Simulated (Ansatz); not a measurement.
The parent structure is W in the bcc (W type) structure (space group Im-3m, No. 229; a = 3.135 Å; relaxed with 0.1 eV smearing). Axes: x, y, z lie along the cube axes.

Structures relaxed with LDA/PAW in Ansatz (an electronic-structure program), spin-orbit coupling left out.

Base:

Simulated powder pattern, Cu Kα1, λ = 1.54056 Å (kinematic, ideal powder, no thermal factors, no anomalous dispersion; the 8 strongest lines at most, above 2 %, up to 2θ = 90°):

```csv
2θ (°),I/Imax (%),hkl
40.66,100,(110)
58.86,17,(200)
74.00,36,(211)
88.04,12,(220)
```

After one change:

Simulated powder pattern, Cu Kα1, λ = 1.54056 Å (kinematic, ideal powder, no thermal factors, no anomalous dispersion; the 8 strongest lines at most, above 2 %, up to 2θ = 90°):

| 2θ (°) | I/Imax (%) |
|---|---|
| 40.73 | 100 |
| 41.31 | 48 |
| 58.07 | 9.1 |
| 59.85 | 17 |
| 73.73 | 18 |
| 74.92 | 35 |
| 88.21 | 12 |
| 89.74 | 5.9 |

### Question
Which of these changes matches the shifts?
A. biaxial strain −1.50 %, plane normal [001], relaxed out of plane
B. biaxial strain −1.00 %, plane normal [001], relaxed out of plane
C. biaxial strain +2.50 %, plane normal [001], relaxed out of plane
D. biaxial strain +0.50 %, plane normal [001], relaxed out of plane

### Answer
A, biaxial strain −1.50 %, plane normal [001], relaxed out of plane. Its volume per atom is 15.14 Å³ against 15.41 Å³, and its space group is I4/mmm (No. 139).

Stability against distortions was not tested. The final runs are not spin-polarised.
